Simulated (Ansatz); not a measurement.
Results of G0W0@PBEsol in Ansatz (plane waves, hard PAW, contour deformation) for SiCO4 (model structure, I-4, No. 82, 6 atoms in the cell).

The cell is the one relaxed with PBEsol. Conventional cell: a = 4.3781 Å, b = 4.3781 Å, c = 6.5473 Å, α = 90.00°, β = 90.00°, γ = 90.00°.

The quasiparticle gap at Γ at a fixed k mesh 2×2×2:

| response cutoff | value (eV) |
|---|---|
| 150 eV, 481 empty bands | 10.480 |
| 200 eV, 740 empty bands | 10.578 |
| 250 eV, 1035 empty bands | 10.626 |
| 300 eV, 1360 empty bands | 10.655 |

Problem. Taking the value to converge with the response cutoff E as E^(−3/2), extrapolate from the last two rows.

Solution. With y = y∞ + c/w and weights w = 3953 and 5196 for the last two rows, y∞ = (w2 y2 − w1 y1)/(w2 − w1) = (5196 × 10.655 − 3953 × 10.626)/1243 = 10.747 eV, which lies 0.092 beyond the last row. Successive pairs of rows give 10.760, 10.747, 10.747. The limit also hangs on the law assumed, so its last digits aren't firm.

The other settings are not extrapolated, so this is the limit in one setting alone.

At the last cutoff the smallest gap on this mesh is 10.25 eV, with an edge away from Γ.

A model structure was made by putting elements into a prototype or built by hand; it is no filed structure, need not be a known phase, and can be a saddle point held by its symmetry.

Ansatz is a first-principles code.
